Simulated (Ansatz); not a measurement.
The starting structures come from a database of crystals and need not be the phases stable at ambient conditions.

Evanescent states of BiTeI (P3m1, not sure to be the ambient phase, 3 atoms a cell, 37.1 Å³ an atom) along the normal of (001)

Level of theory: PBEsol (plane waves, PAW; Ansatz, a program for electronic structure).

The gap is the functional's own, uncorrected, and κ follows it; spin-orbit coupling is left out. Mid-gap values are interpolated between the computed energies.

Energies count from the valence-band top; κ is the least over a 12×12 mesh across the current.

| E (eV) | κ (1/Å) | where |
|---|---|---|
| 0.04 | 0.058 | Γ |
| 0.10 | 0.097 | Γ |
| 0.17 | 0.121 | Γ |
| 0.24 | 0.138 | Γ |
| 0.32 | 0.151 | Γ |
| 0.39 | 0.159 | off Γ |
| 0.46 | 0.162 | off Γ |
| 0.53 | 0.163 | off Γ |
| 0.59 | 0.163 | off Γ |
| 0.67 | 0.162 | off Γ |
| 0.73 | 0.160 | off Γ |
| 0.81 | 0.155 | Γ |
| 0.88 | 0.143 | Γ |
| 0.94 | 0.124 | Γ |
| 1.01 | 0.096 | Γ |
| 1.08 | 0.038 | Γ |

Question: How thick must the barrier be to attenuate the transmission by 10^4 when the electrodes' Fermi level lies at 0.73 eV, and what attenuation does that film give at 0.46 eV?

Answer: d = 4 ln 10 / (2 × 0.160) = 28.8 Å. At 0.46 eV it gives 4 × 0.162/0.160 = 4.0 decades.
